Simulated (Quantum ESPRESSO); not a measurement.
Density of states of Ni3Al (Pm-3m, 4 atoms in the cell).

```
CELL_PARAMETERS angstrom
      3.62498     0.00000     0.00000
      0.00000     3.62498     0.00000
      0.00000     0.00000     3.62498
ATOMIC_POSITIONS crystal
  Al 0.00000 0.00000 0.00000
  Ni 0.00000 0.50000 0.50000
  Ni 0.50000 0.00000 0.50000
  Ni 0.50000 0.50000 0.00000
```
Moments meant for the start (each program seeds them in its own way; μB, in the order of the atoms Al Ni Ni Ni): 0.0 0.5 0.5 0.5.

Computed with PBE, PSlibrary ultrasoft (PBE) pseudopotentials (plane waves; Quantum ESPRESSO).

SCF settings: ecutwfc = 50 Ry; ecutrho = 300 Ry; occupations = smearing; smearing = mp; degauss = 0.0099958 Ry; nspin = 2; potentials = {Al: Al.pbe-n-rrkjus_psl.1.0.0.UPF, Ni: Ni.pbe-n-rrkjus_psl.1.0.0.UPF}; K_POINTS = automatic 6 6 6 0 0 0; conv_thr = 1e-10 Ry; mixing_beta = 0.5. Keys of the DOS step: nscf.calculation = nscf; nscf.occupations = tetrahedra_opt; nscf.nbnd = 25; nscf.startingwfc = random; nscf.diago_thr_init = 1e-06; nscf.diagonalization = cg; nscf.K_POINTS = automatic 12 12 12 0 0 0; dos.x.fildos = dos.dat; dos.x.Emin = -15 eV; dos.x.Emax = 30 eV; dos.x.DeltaE = 0.1 eV.

The starting cell has typed, rounded lattice constants, without a prior relaxation at this level. Its lattice was rescaled by a random factor within 2.5 % of one.

Total DOS (both spins), as means of the tabulated values in each energy bin; the zero is the program's Fermi level or highest filled level, and the curve is cut to this window:

| E (eV) | states/eV/cell |
|---|---|
| -7.75 | 0.50 |
| -7.25 | 0.65 |
| -6.75 | 0.63 |
| -6.25 | 0.68 |
| -5.75 | 0.89 |
| -5.25 | 0.82 |
| -4.75 | 1.19 |
| -4.25 | 1.81 |
| -3.75 | 2.38 |
| -3.25 | 3.64 |
| -2.75 | 10.2 |
| -2.25 | 6.34 |
| -1.75 | 8.86 |
| -1.25 | 9.38 |
| -0.75 | 13.6 |
| -0.25 | 6.70 |
| 0.25 | 2.68 |
| 0.75 | 1.09 |
| 1.25 | 2.06 |
| 1.75 | 1.38 |
| 2.25 | 1.08 |
| 2.75 | 0.86 |

Around zero the curve holds about 3.8 states/eV/cell.
